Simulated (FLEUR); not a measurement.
Several settings converged on a (001) slab of Ti (cut from a parent of space group no. 194; 4 atoms in the cell)

```
CELL_PARAMETERS angstrom
      2.93525     0.00000     0.00000
     -1.46762     2.54200     0.00000
      0.00000     0.00000    20.98479
ATOMIC_POSITIONS crystal
  Ti 0.66667 0.33333 0.44452
  Ti 0.33333 0.66667 0.33358
  Ti 0.66667 0.33333 0.66643
  Ti 0.33333 0.66667 0.55548
```

Base method: LDA (Vosko-Wilk-Nusair), all-electron FLAPW (FLEUR, film geometry), scalar-relativistic valence run with FLEUR.

Base settings: Kmax = 4.1 1/bohr; GmaxXC = 16.4 1/bohr; xcFunctional = vwn; jspins = 1; l_soc = F; mode = hist; fermiSmearingEnergy = 0.00367493 Htr; mesh (inpgen div1-3) = 6 6 1; inpgen gamma flag = true; Gmax = 16.4 1/bohr.

**The basis cutoff**

Moved along: Gmax, GmaxXC.

The mesh stays at the base's, so the ladder's end is converged at best in this setting alone.

Only quantities that move along the ladder and can be compared are tabulated.

```tsv
Kmax	free energy less the last step's (meV/atom)	largest difference of a force vector from the last step's (eV/Å)
2.9 1/bohr	185.51	0.010
3.43 1/bohr	26.21	0.006
4.1 1/bohr	2.78	0.001
4.49 1/bohr	0.93	0.001
5.02 1/bohr	0.00	0.000
```

Coarsest Kmax that holds the forces within 0.005 eV/Å of the last step, with all finer ones: 4.1 1/bohr; the step before is off by 0.006 eV/Å.

Coarsest Kmax that holds the free energy within 2 meV/atom of the last step, with all finer ones: 4.49 1/bohr; the step before is off by 2.8 meV/atom.

**The setting dTilda**

The mesh stays at the base's, so the ladder's end is converged at best in this setting alone.

Only quantities that move along the ladder and can be compared are tabulated.

```csv
dTilda,free energy less the last step's (meV/atom),largest difference of a force vector from the last step's (eV/Å)
22.06 bohr,10.77,0.029
23.06 bohr,0.67,0.001
24.06 bohr,0.41,0.000
25.06 bohr,0.28,0.000
27.06 bohr,0.00,0.000
```

Coarsest dTilda that holds the free energy within 5 meV/atom of the last step, with all finer ones: 23.06 bohr; the step before is off by 11 meV/atom.

Coarsest dTilda that holds the forces within 0.01 eV/Å of the last step, with all finer ones: 23.06 bohr; the step before is off by 0.029 eV/Å.

On the base run: the starting cell has typed, rounded lattice constants, without a prior relaxation at this level. The slab is cut from that crystal, and its faces are unrelaxed. Its lattice was rescaled by up to half a per cent. Spin polarisation is off. Values depend on the basis (sphere radii, cutoffs, local orbitals), which need not be converged.
